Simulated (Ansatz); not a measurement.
Surface energy of faces of hcp Re in PBE and in LDA, in Ansatz (plane waves, PAW). Symmetric slabs relaxed with PBE from ideal cuts in 1x1 cells (the lowest computed cut and spin start of each face; real faces may reconstruct in larger cells); LDA values are single points on them, with the bulk at the same level. No spin-orbit coupling, no U.

```
face     PBE (J/m²)  LDA (J/m²)
-------  ----------  ----------
(0001)         2.63        3.08
(10-10)        2.90        3.40
(10-11)        3.34        3.85
(10-12)        3.36        3.85
(11-20)        3.13           ?
(11-21)        3.40        3.93
(20-21)        3.19        3.70
(21-30)        3.15        3.66
(21-31)        3.35        3.86
```

### Question
Fit a straight line y = a·x + b by least squares to the 8 complete rows (x: PBE (J/m²); y: LDA (J/m²)).

### Answer
the means are x̄ = 3.1650 and ȳ = 3.6662; Σ(x − x̄)² = 0.51540 and Σ(x − x̄)(y − ȳ) = 0.55095, so a = 1.069 and b = ȳ − a·x̄ = 0.283. The largest residual is 0.025.

### Question
What does the line predict for the withheld row, (11-20), and what did the calculation give?

### Answer
the line gives 3.63; the calculation gave 3.62, a miss of -0.01, of the size of the fitted rows' scatter and rounding.

Ansatz is a program for electronic structure.
